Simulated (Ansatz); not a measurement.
**AlN: band gap against strain**

AlN (wurtzite, P6_3mc, 10.645 Å³/atom at rest, c along z) under an equal strain ε along all three axes. PBE in Ansatz, a plane-wave DFT program (PAW, default set), 420 eV, 12×12×7 Γ-centred mesh, Fermi-Dirac smearing 0.05 eV; ions are relaxed within the symmetry of each cell. Gaps are the smallest over the k-mesh and a band path, without spin-orbit coupling; in all rows the valence edge lies at Γ and the conduction edge at Γ.

Here s stands for strain and Eg for gap.

```csv
strain (%),gap (eV)
0.00,4.034
0.60,3.879
1.20,3.730
1.80,3.581
3.00,?
```

Fit Eg of the 4 rows that show it with a straight line. Means: s 0.90000, Eg 3.8060. About the means, the sum of products is -0.45240 and the sum of squares of s is 1.8000; the slope is their ratio. Least squares gives Eg = 4.0322 - 0.25133·s. Residuals (row less fit): 0.0018, -0.0024, -0.0006, 0.0012; standard error 0.0023 (degrees of freedom: 2). Over these rows the gap moves by -25 ± 0.2 eV per unit strain, or -8.4 eV per unit of ln V.

### Question
What does the fit predict for Eg at s = 3.00, and how far is the calculated value from it?

### Answer
Eg = 4.0322 - 0.25133 × 3.0 = 3.2782 eV. The calculation gives 3.295 eV, 0.0168 eV above the prediction (2.3 % of the range of Eg in the table). The row lies outside the fitted rows, so this is an extrapolation. From the scatter of the fitted rows alone, a prediction at this place has a standard error of 0.0045 eV, so the miss is 3.7 times that.

One order more, fitted to all 6 runs of the series, follows each within 0.001, so the miss is the next term of a smooth law. Rows are the converged runs of the series near zero and its far end; series whose fitted rows scatter by over a few per cent of the range, as at a crossing or softening among them, aren't shown in this form. Most that stay on the fit to the last digits aren't either.
